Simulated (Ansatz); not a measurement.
## Al₂Cu (space group I4/mcm, No. 140)

```xyz
6
Lattice="-3.0010 3.0010 2.4074 3.0010 -3.0010 2.4074 3.0010 3.0010 -2.4074" Properties=species:S:1:pos:R:3 pbc="T T T"
Al     3.9549     0.9539     0.0000
Al     0.9539     2.0472     0.0000
Al     2.0472     0.9539     2.4074
Al    -0.9539     2.0472     2.4074
Cu     0.0000     0.0000     3.6111
Cu     0.0000     0.0000     1.2037
```

Level of theory: PBEsol (Ansatz, a quantum-chemistry and plane-wave program, PAW, no SOC). Settings: 12×12×12 k-points, 0.05 eV Fermi–Dirac smearing.

* **Volume per atom**: 14.45 Å³
* **Density**: 4.50 g/cm³
* **Band gap**: zero
* **Total energy**: -2546.131 eV/atom (σ→0; compares only within this code and set-up)

Stability against distortions was not tested. All final runs are without spin polarisation.
